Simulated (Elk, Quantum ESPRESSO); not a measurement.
A Quantum ESPRESSO input for a self-consistent single point of Cd3Pt (I4/mmm, 4 atoms in the cell) (DFT, PBEsol, plane waves, SSSP 1.1.2 efficiency (PBE) pseudopotentials):

```fortran
&CONTROL
    calculation = 'scf'
    prefix = 'Cd3Pt'
    outdir = './work'
    pseudo_dir = './'
    tprnfor = .true.
    tstress = .true.
/
&SYSTEM
    ibrav = 7
    celldm(1) = 7.846142869
    celldm(3) = 2.07884393064
    nat = 4
    ntyp = 2
    ecutwfc = 45
    ecutrho = 360
    occupations = 'smearing'
    smearing = 'fermi-dirac'
    degauss = 0.0073499
    input_dft = 'pbesol'
/
&ELECTRONS
    conv_thr = 1.0e-11
    mixing_beta = 0.7
/
ATOMIC_SPECIES
Cd   112.4140  Cd.pbe-dn-rrkjus_psl.0.3.1.UPF
Pt   195.0840  pt_pbe_v1.4.uspp.F.UPF
ATOMIC_POSITIONS {crystal}
Cd   -0.500000000    0.250000000    0.750000000
Cd   -0.500000000    0.750000000    0.250000000
Cd    0.000000000    0.500000000    0.500000000
Pt    0.000000000    0.000000000    0.000000000
K_POINTS {automatic}
9 9 9  0 0 0
```

Task: Translate this input to Elk.

Result: One input that does it (others would too):

```
tasks
  0

xctype
  22

rgkmax
  7.0

rmtscf
  0.97

stype
  3

swidth
  0.00367493

avec
   -3.9230714347    3.9230714347    8.1554532415
    3.9230714347   -3.9230714347    8.1554532415
    3.9230714347    3.9230714347   -8.1554532415

sppath
  './'

atoms
  2   : nspecies
  'Cd.in'   : spfname
  3   : natoms; atposl, bfcmt below
  0.7500000000  0.2500000000  0.5000000000    0.0 0.0 0.0
  0.2500000000  0.7500000000  0.5000000000    0.0 0.0 0.0
  0.5000000000  0.5000000000  0.0000000000    0.0 0.0 0.0
  'Pt.in'   : spfname
  1   : natoms; atposl, bfcmt below
  0.0000000000  0.0000000000  0.0000000000    0.0 0.0 0.0

ngridk
  9 9 9
```

Basis, cutoffs, solver keys and any potentials are the target program's own. This input uses DFT, PBEsol, all-electron FP-LAPW, Elk's shipped species files, default APW+lo basis.

The starting cell comes from a database of computed structures (which also holds hypothetical and non-ambient phases and stackings), without a prior relaxation at this level.
